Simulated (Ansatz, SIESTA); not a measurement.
**CrO2 (P4_2/mnm, 6 atoms in the cell) computed with different codes at matched settings**

Relaxation of cell and atoms.

```yaml
crystal:
  lattice:
    - [4.45152, 0.00000, 0.00000]
    - [0.00000, 4.45152, 0.00000]
    - [0.00000, 0.00000, 2.94186]
  atoms:
    - { symbol: Cr, position: [0.00000, 0.00000, 0.50000], spin: 3.0 }
    - { symbol: Cr, position: [0.50000, 0.50000, 0.00000], spin: 3.0 }
    - { symbol: O, position: [0.19726, 0.19726, 0.00000] }
    - { symbol: O, position: [0.80274, 0.80274, 0.00000] }
    - { symbol: O, position: [0.30274, 0.69726, 0.50000] }
    - { symbol: O, position: [0.69726, 0.30274, 0.50000] }
```
(The spins are starting values, not results.)

Shared settings, as Ansatz (an electronic-structure program) writes them: kpoints.mp_grid.grid = 5 5 7; scf.occupations.method = fermi_dirac; scf.occupations.width = 0.0073 Ry. Potentials and cutoffs stand in the table.

```json
[
 {"code": "SIESTA", "model": "GGA PBE, numerical atomic orbitals DZP, PseudoDojo PBE standard norm-conserving potentials (rewritten from UPF to PSML)", "final volume (Å³/atom)": "9.59", "size of the net moment (μB/atom)": "0.67", "cutoff": "grid 300 Ry"},
 {"code": "Ansatz", "model": "PBE, PAW files", "final volume (Å³/atom)": "9.62", "size of the net moment (μB/atom)": "0.67", "cutoff": "30.9 Ry"}
]
```

On Ansatz's run: the magnetic order is the one reached from the typed start; others were not searched systematically.

The spread over the programs that give each value: final volume within 0.03 Å³/atom; size of the net moment within 0.00 μB/atom.

SIESTA uses small atom-centred bases, whose incompleteness enters pressures, forces and empty levels differently from a plane-wave cutoff. The programs treat the finite-basis stress differently while the cell relaxes: Ansatz adds an estimate of it.

The starting cell comes from a database of computed structures (which also holds hypothetical and non-ambient phases and stackings), without a prior relaxation at this level. Its lattice was rescaled by a random factor within 2.5 % of one.

Keys are those of Ansatz 0.2.
